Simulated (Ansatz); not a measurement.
System: AlPd (model structure, Cmcm, No. 63, 4 atoms in the cell). Method: PBEsol in Ansatz (plane waves, PAW).

Settings: plane-wave cutoff 520 eV, 18×18×14 k mesh (along the axes of the cell as run), Fermi–Dirac smearing 0.05 eV, scalar-relativistic PAW data made under PBE.

Cell (relaxed at this level):

```cif
data_Al2Pd2
_chemical_formula_sum 'Al2 Pd2'
_space_group_name_H-M_alt 'P 1'
_space_group_IT_number 1
_cell_length_a 5.14419
_cell_length_b 5.14419
_cell_length_c 4.23706
_cell_angle_alpha 90.000
_cell_angle_beta 90.000
_cell_angle_gamma 148.494
loop_
_space_group_symop_operation_xyz
  'x, y, z'
loop_
_atom_site_label
_atom_site_type_symbol
_atom_site_fract_x
_atom_site_fract_y
_atom_site_fract_z
_atom_site_occupancy
Al1 Al 0.65079 0.34921 0.25000 1
Pd1 Pd 0.90975 0.09025 0.25000 1
Al2 Al 0.34921 0.65079 0.75000 1
Pd2 Pd 0.09025 0.90975 0.75000 1
```

### Question
Give the computed bulk modulus.

### Answer

* **bulk modulus**: 154 GPa

The run finds no gap.

Note: the bulk modulus is −V dP/dV from two relaxed cells at ±2 % in volume; the relaxation could raise the start's symmetry but not lower it, so the cell can be a saddle point.

The computed numbers hold no vibrational or temperature effects.

It cost about 6 core-minutes (a rough figure) of CPU time.

A model structure was made by putting elements into a prototype or built by hand; it is no filed structure, need not be a known phase, and can be a saddle point held by its symmetry.

Ansatz is a program for electronic structure.
